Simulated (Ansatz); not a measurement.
Start from ScCu in the CsCl type structure (space group Pm-3m, No. 221; relaxed with 0.1 eV smearing).

```xyz
2
Lattice="3.2099 0.0000 0.0000 0.0000 3.2099 0.0000 0.0000 0.0000 3.2099" Properties=species:S:1:pos:R:3 pbc="T T T"
Sc     1.6050     1.6050     1.6050
Cu     0.0000     0.0000     0.0000
```

Cartesian axes are those of the cell as printed.

All numbers come from Ansatz (an electronic-structure program) PBEsol, without spin-orbit coupling.

Strains are applied to the cell and any free atomic positions relax; under biaxial strain the out-of-plane vector relaxes too.

One change was made to it. Results:

| quantity | base | after |
|---|---|---|
| energy relative to the base (free energy F) | 0 meV/atom | +0.2 meV/atom |
| pressure (mean of the normal stresses, compression positive) | 0.0 GPa | 0.5 GPa |

Question: Name the change that was made.
A. uniaxial strain ε_xx = −0.54 %
B. isotropic strain +0.26 %
C. strain tensor (xx, yy, zz, yz, xz, xy) = (−0.18, +2.28, +0.12, +1.25, −0.11, +0.35) %
D. biaxial strain +1.53 %, plane normal [001], relaxed out of plane
E. biaxial strain −3.39 %, plane normal [110], relaxed out of plane

Answer: A, uniaxial strain ε_xx = −0.54 %. For comparison, the pressure in the other runs: biaxial strain −3.39 %, plane normal [110], relaxed out of plane gives 4.7 GPa; isotropic strain +0.26 % gives -0.8 GPa; strain tensor (xx, yy, zz, yz, xz, xy) = (−0.18, +2.28, +0.12, +1.25, −0.11, +0.35) % gives -2.0 GPa; biaxial strain +1.53 %, plane normal [001], relaxed out of plane gives -1.4 GPa.

Whether these cells are dynamically stable was not tested. All final runs are without spin polarisation.
